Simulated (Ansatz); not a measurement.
A self-consistent single point of CaPb (P4mm, 2 atoms in the cell) with Ansatz (a program for electronic structure).

Level of theory: PBEsol, default PAW files made with PBE (plane waves; Ansatz).

```xyz
2
Lattice="3.5845 0.0000 0.0000 0.0000 3.5845 0.0000 0.0000 0.0000 4.6506" Properties=species:S:1:pos:R:3 pbc="T T T"
Ca     0.0000     0.0000     0.0500
Pb     1.7922     1.7922     2.3253
```

Reference input (self-consistent single point, DFT, PBEsol, plane waves, default PAW files made with PBE): basis.ecutwfc = 420 eV; kpoints.mp_grid.grid = 9 9 7; hamiltonian.xc = pbesol; hamiltonian.pseudopotentials = {kind: paw} (the program's default PAW files); scf.occupations.method = gaussian; scf.occupations.width = 0.1 eV. This run's input differs from it in these lines:

Ansatz 0.2 input:
```diff
@@ -12,3 +12,3 @@
   mp_grid:
-    grid: [9, 9, 7]
+    grid: [27, 27, 21]
 hamiltonian:
```

The program printed (abridged):

```
SCF iter   1: F=—  HF=-13549.806595 eV  |F-HF|=—  |Δ(HF+E_count)|=         —  Δρ=2.74e-3  dr2=4.41e-3  ethr=1.77e-3  ⟨swp⟩=7.3  Hψ=117198  notcnv=0
all-band conjugate gradients solve this SCF's bands
preconditioner: auto → Kerker (q_TF=auto, 2.344 Å⁻¹)
SCF iter   2: F=—  HF=-13549.806293 eV  |F-HF|=—  |Δ(HF+E_count)|=   3.01e-4  Δρ=1.28e-3  dr2=9.61e-4  ethr=1.84e-5  ⟨swp⟩=2.5  Hψ=39925  notcnv=0
SCF iter   3: F=—  HF=-13549.806022 eV  |F-HF|=—  |Δ(HF+E_count)|=   2.71e-4  Δρ=3.12e-4  dr2=8.45e-5  ethr=4.00e-6  ⟨swp⟩=2.1  Hψ=30866  notcnv=0
SCF iter   4: F=—  HF=-13549.805987 eV  |F-HF|=—  |Δ(HF+E_count)|=   3.49e-5  Δρ=9.96e-5  dr2=9.70e-6  ethr=3.52e-7  ⟨swp⟩=2.3  Hψ=24192  notcnv=0
SCF iter   5: F=—  HF=-13549.805986 eV  |F-HF|=—  |Δ(HF+E_count)|=   1.17e-6  Δρ=3.34e-5  dr2=1.58e-6  ethr=4.04e-8  ⟨swp⟩=2.0  Hψ=19712  notcnv=0
SCF iter   6: F=—  HF=-13549.805986 eV  |F-HF|=—  |Δ(HF+E_count)|=   3.02e-7  Δρ=1.08e-5  dr2=2.26e-7  ethr=6.60e-9  ⟨swp⟩=2.0  Hψ=20814  notcnv=0
SCF iter   7: F=-13549.805986 eV  HF=-13549.805986 eV  |F-HF|=1.30e-8  |Δ(HF+E_count)|=   6.44e-8  Δρ=3.57e-6  dr2=1.85e-8  ethr=4.17e-10  ⟨swp⟩=5.3  Hψ=73527  notcnv=0
SCF 1 converged in 7 iterations: F = -13549.805986 eV  dr2 = 1.85e-8
Free energy (F): -13549.805986 eV
Internal energy: -13549.802178 eV  (E = F + TS)
E sigma→0 (E₀):  -13549.804082 eV
Entropy (-TS):   -0.003808 eV (-1.904 meV/atom)
Fermi energy:    9.147452 eV
--- Forces (eV/Å), atoms counted from 1 ---
  atom   1  Ca    -0.00000000     0.00000000    -0.14404385
  atom   2  Pb    -0.00000000     0.00000000     0.14405849
--- Stress (GPa, compression-positive) ---
       -1.312093       0.000000      -0.000000
        0.000000      -1.312093       0.000000
       -0.000000       0.000000      -2.032231
  P = ⅓ Tr σ = -1.5521 GPa (-15.521 kbar)
  The stress holds the Pulay correction. Without it, at fixed plane waves, as pw.x and ABINIT print it: P = -1.5619 GPa
```

The run converged in 7 iterations. Against the reference run the free energy hardly moves (within 1 meV/atom), the pressure stays near -1.55 GPa while the zz stress (positive for compression) goes from -2.50 to -2.03 GPa and the largest force goes from 0.139 to 0.144 eV/Å.

The starting cell comes from a database of computed structures (which also holds hypothetical and non-ambient phases and stackings), without a prior relaxation at this level. Its lattice was rescaled by up to half a per cent. One atom was moved a little off its site on purpose. Ansatz's pressure includes its estimate of the finite-basis (Pulay) stress.

Cost on one core of a shared machine: roughly 2 min.
